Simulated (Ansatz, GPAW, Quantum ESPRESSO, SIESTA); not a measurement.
## SiMo3 (Pm-3n, 8 atoms in the cell) computed with different codes at matched settings

Self-consistent single point.

```
CELL_PARAMETERS angstrom
      4.87063     0.00000     0.00000
      0.00000     4.87063     0.00000
      0.00000     0.00000     4.87063
ATOMIC_POSITIONS crystal
  Si 0.50000 0.50000 0.50000
  Si 0.00000 0.00000 0.00000
  Mo 0.00000 0.50000 0.25000
  Mo 0.00000 0.50000 0.75000
  Mo 0.25000 0.00000 0.50000
  Mo 0.75000 0.00000 0.50000
  Mo 0.50000 0.25000 0.00000
  Mo 0.50000 0.75000 0.00000
```

Shared settings, as Ansatz (a program for electronic structure) writes them: kpoints.mp_grid.grid = 3 3 3; scf.occupations.method = gaussian; scf.occupations.width = 0.0147 Ry. Potentials and cutoffs stand in the table.

| code | model | pressure (GPa) | cutoff |
|---|---|---|---|
| GPAW | PBE, GPAW PAW datasets PBE (gpaw-data 1.0.1) | 4.60 | 550 eV |
| Ansatz | PBE, default PAW files | 4.71 | 30.9 Ry |
| SIESTA | GGA PBE, numerical atomic orbitals DZP, PseudoDojo PBE standard norm-conserving potentials (rewritten from UPF to PSML) | 5.40 | grid 300 Ry |
| Quantum ESPRESSO | PBE, PseudoDojo standard norm-conserving (PBE) pseudopotentials | 4.98 | 80 Ry |

On Ansatz's run: spin polarisation is off.

The spread over the programs that give each value: pressure within 0.80 GPa.

SIESTA uses small atom-centred bases, whose incompleteness enters pressures, forces and empty levels differently from a plane-wave cutoff. Ansatz's pressure is given at a fixed set of plane waves, as the other plane-wave codes print theirs; with its correction for the finite basis it is 4.76 GPa.

On the base mesh (5 5 5) the same programs gave: Ansatz pressure 5.10 GPa; Quantum ESPRESSO pressure 5.36 GPa; GPAW pressure 4.98 GPa; SIESTA pressure 5.86 GPa.

The values differ from the base mesh's, so the mesh still matters here: the table compares the programs at equal settings.

The starting cell comes from a database of computed structures (which also holds hypothetical and non-ambient phases and stackings), without a prior relaxation at this level. Its lattice was rescaled by a random factor within 2.5 % of one.

Left out of this page: Elk (not drawn, or without a comparable value).

Keys are those of Ansatz 0.2.
